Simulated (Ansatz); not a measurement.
**Input and output of a self-consistent single point for ZrCu₅ (R3m, 6 atoms in the cell) (Ansatz, a first-principles code)**

Method of the run: LDA (PW92), default PAW files made with PBE (plane waves; Ansatz).

This input was run:

Ansatz 0.2 input:
```yaml
# ZrCu5
crystal:
  lattice:
    - [0.00000000, 3.42178000, 3.42178000]
    - [3.42178000, 0.00000000, 3.42178000]
    - [3.42178000, 3.42178000, 0.00000000]
  atoms:
    - { symbol: Zr, position: [0.00421800, 0.00421800, 0.00421800] }
    - { symbol: Cu, position: [0.75000000, 0.75000000, 0.75000000] }
    - { symbol: Cu, position: [0.37589000, 0.87233000, 0.37589000] }
    - { symbol: Cu, position: [0.37589000, 0.37589000, 0.37589000] }
    - { symbol: Cu, position: [0.87233000, 0.37589000, 0.37589000] }
    - { symbol: Cu, position: [0.37589000, 0.37589000, 0.87233000] }
basis:
  ecutwfc: 420.0 eV
kpoints:
  mp_grid: { grid: [5, 5, 5] }
hamiltonian:
  xc: lda
  pseudopotentials: { kind: paw }
scf:
  occupations: { method: fermi_dirac, width: 0.1 eV }
output:
  forces: true
  eigenvalues: true
  stress: true
```

Output (repeated stretches shortened):

```
WARN ansatz: RAYON_NUM_THREADS=1 ignored (pool sized by the plan → 1); use --threads N
Pseudopotentials: kind: paw
Pseudopotential: Zr, paw, valence charge 12
Pseudopotential: Cu, paw, valence charge 19
Crystal: 6 atoms, lattice volume = 80.128 Å³
Basis set: ecut = 420 eV, 1471 PW (Γ)
Bands: 65, of which v1, the nominal top of the filled ones, is band 54 counted from 1 (53 counted from 0)
Symmetry: 6 space group operations
Space group: R3m (ITA 160), of the structure as read, at distance tolerance 4.3e-5 Å
k-points: 19 of 125 (time reversal used)
PAW frozen core: Zr, regenerated for the run's functional, and the local potential with it
PAW frozen core: Cu, regenerated for the run's functional, and the local potential with it
Initial density: superposition of atomic densities (neutral atoms: chi_scale 0, normalization atom), corrected by the library's trained network
Initial wavefunctions: pseudopotential atomic-orbital guess
Eigensolver: davidson
Functional: x = slater, c = lda
SCF iter   1: F=—  HF=-36856.855469 eV  |F-HF|=—  |Δ(HF+E_count)|=         —  Δρ=1.66e-2  dr2=9.00e-2  ethr=1.77e-3  ⟨swp⟩=5.6  Hψ=3788  notcnv=0  defer=24
all-band conjugate gradients solve this SCF's bands
preconditioner: auto → Resta (q_TF=auto, 2.863 Å⁻¹)
SCF iter   2: F=—  HF=-36856.831324 eV  |F-HF|=—  |Δ(HF+E_count)|=   2.41e-2  Δρ=2.85e-3  dr2=7.29e-3  ethr=8.41e-5  ⟨swp⟩=2.1  Hψ=2134  notcnv=0  defer=45
preconditioner: auto → Kerker (q_TF=auto, 2.863 Å⁻¹)
SCF iter   3: F=—  HF=-36856.830027 eV  |F-HF|=—  |Δ(HF+E_count)|=   1.30e-3  Δρ=2.19e-3  dr2=2.75e-3  ethr=6.81e-6  ⟨swp⟩=3.0  Hψ=1950  notcnv=0  defer=45
SCF iter   4: F=—  HF=-36856.829382 eV  |F-HF|=—  |Δ(HF+E_count)|=   6.45e-4  Δρ=3.27e-4  dr2=9.40e-5  ethr=2.57e-6  ⟨swp⟩=1.8  Hψ=1488  notcnv=0  defer=45
SCF iter   5: F=—  HF=-36856.829400 eV  |F-HF|=—  |Δ(HF+E_count)|=   1.76e-5  Δρ=2.45e-4  dr2=3.96e-5  ethr=8.78e-8  ⟨swp⟩=2.0  Hψ=1874  notcnv=0  defer=45
SCF iter   6: F=—  HF=-36856.829391 eV  |F-HF|=—  |Δ(HF+E_count)|=   9.14e-6  Δρ=4.43e-5  dr2=9.34e-7  ethr=3.70e-8  ⟨swp⟩=2.0  Hψ=1827  notcnv=0  defer=45
SCF iter   7: F=—  HF=-36856.829392 eV  |F-HF|=—  |Δ(HF+E_count)|=   1.38e-6  Δρ=1.08e-5  dr2=6.42e-8  ethr=9.35e-11  ⟨swp⟩=8.8  Hψ=5437  notcnv=0
SCF iter   8: F=-36856.829392 eV  HF=-36856.829392 eV  |F-HF|=2.86e-8  |Δ(HF+E_count)|=   3.12e-8  Δρ=5.75e-6  dr2=2.70e-8  ethr=6.00e-11  ⟨swp⟩=3.7  Hψ=3524  notcnv=0
SCF 1 converged in 8 iterations: F = -36856.829392 eV  dr2 = 2.70e-8
SCF converged after 8 iterations
Free energy (F): -36856.829392 eV
Harris-Foulkes:  -36856.829392 eV  (|F-HF|=2.86e-8)
Internal energy: -36856.728106 eV  (E = F + TS)
E sigma→0 (E₀):  -36856.778749 eV
Entropy (-TS):   -0.101286 eV (-16.881 meV/atom)
Fermi energy:    16.231597 eV
--- Per-component energies (eV) ---
  E_band       = -1932.992936
  E_kinetic    = 1835.320244
  E_local      = -22790.062974  (includes V_loc(G=0)·N_el)
  E_nonlocal   = 2038.643724
  E_hartree    = 10036.943951
  E_xc         = -608.732762
  E_vxc        = -771.996600  (∫ρ·V_xc dr)
  E_paw        = -10801.623995  (= ΣΔE_a)
  E_vpaw       = -2318.794440  (= ΣTr[D̂ρ^β])
  E_aug_tail   = 0.001343  (compensation charges beyond the density's cutoff)
  E_ewald      = -16569.836338
  E_core_change = 2.618701  (= ΣΔE_core)
  E_smearing   = -0.101286  (= −TS)
  E_closure    = 0.000000  (closes the sum)
  Σ components = -36856.829392   (vs F -36856.829392, Δ=0.00e0)
--- Forces (eV/Å), atoms counted from 1 ---
  atom   1  Zr    -0.16917296    -0.16917296    -0.16917296
  atom   2  Cu     0.01815970     0.01815970     0.01815970
  atom   3  Cu     0.04902313     0.06360475     0.04902313
  atom   4  Cu    -0.01062845    -0.01062845    -0.01062845
  atom   5  Cu     0.06360475     0.04902313     0.04902313
  atom   6  Cu     0.04902313     0.04902313     0.06360475
  max |Σ_I F_I| component: 9.31e-6 eV/Å
--- Stress (GPa, compression-positive) ---
       -8.852242       0.125718       0.125718
        0.125718      -8.852242       0.125718
        0.125718       0.125718      -8.852242
  P = ⅓ Tr σ = -8.8522 GPa (-88.522 kbar)
  The stress holds the Pulay correction. Without it, at fixed plane waves, as pw.x and ABINIT print it: P = -8.9344 GPa
--- Band table (eV; the first three rows and the last of 19) ---
  k-point 0: bands = ["-95.8846", "-95.8656", "-95.8564", "-95.8564", "-95.6457", "-53.7635", "-53.7307", "-53.7270", "-53.7270", "-53.7037", "-53.7037", "-53.6586", "-53.6586", "-53.6359", "-53.5979", "-53.5911", "-53.5911", "-53.4561", "-53.4561", [...]
  k-point 1: bands = ["-95.8837", "-95.8652", "-95.8577", "-95.8564", "-95.6458", "-53.7540", "-53.7274", "-53.7264", "-53.7217", "-53.7021", "-53.6976", "-53.6634", "-53.6592", "-53.6404", "-53.6059", "-53.5982", "-53.5929", "-53.4562", "-53.4561", [...]
  k-point 2: bands = ["-95.8822", "-95.8639", "-95.8605", "-95.8564", "-95.6458", "-53.7419", "-53.7258", "-53.7202", "-53.7038", "-53.6938", "-53.6815", "-53.6750", "-53.6639", "-53.6499", "-53.6372", "-53.6012", "-53.5955", "-53.4563", "-53.4560", [...]
  k-point 18: bands = ["-95.8789", "-95.8703", "-95.8574", "-95.8564", "-95.6458", "-53.7356", "-53.7079", "-53.7052", "-53.7013", "-53.6972", "-53.6933", "-53.6790", "-53.6768", "-53.6540", "-53.6404", "-53.6021", "-53.5970", "-53.4561", [...]
```

The run converged in 8 iterations.

The starting cell comes from a database of computed structures (which also holds hypothetical and non-ambient phases and stackings), without a prior relaxation at this level. Its lattice was rescaled by up to half a per cent. One atom was moved a little off its site on purpose. Spin polarisation is off. With a pressure of about -9 GPa the cell is away from its equilibrium volume at this level. Ansatz's pressure includes its estimate of the finite-basis (Pulay) stress.
